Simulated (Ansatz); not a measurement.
**TiB2, pressure series**

The reference is TiB2 (space group P6/mmm, No. 191; a = 3.032 Å, c = 3.224 Å).

Cell and atoms are relaxed at each pressure.

Level of theory: PBE in Ansatz (plane waves to 420 eV, PAW, no spin-orbit coupling), earlier PAW set.

Notes on the quantities. enthalpy: H = E + PV relative to the base's energy.

| change | lattice parameter a | enthalpy |
|---|---|---|
| base | 3.032 Å | – |
| pressure −2 GPa | 3.039 Å | -0.11 eV/atom |
| pressure −1 GPa | 3.035 Å | -0.05 eV/atom |
| pressure 3 GPa | 3.022 Å | +0.16 eV/atom |
| pressure 7 GPa | 3.009 Å | +0.37 eV/atom |
| pressure 15 GPa | 2.985 Å | +0.78 eV/atom |
| pressure 30 GPa | 2.946 Å | +1.52 eV/atom |
| pressure 50 GPa | 2.902 Å | +2.46 eV/atom |
| pressure 75 GPa | ? | +3.58 eV/atom |
| pressure 100 GPa | 2.819 Å | +4.65 eV/atom |

### Question
Fill in the withheld entries from the trend.

### Answer

- pressure 75 GPa, lattice parameter a: 2.857 Å

Load acts through the strain it causes; cell and atoms are relaxed under it. Stability against distortions was not tested. Competing high-pressure phases were not computed. The final runs are not spin-polarised.

Ansatz is a first-principles code.
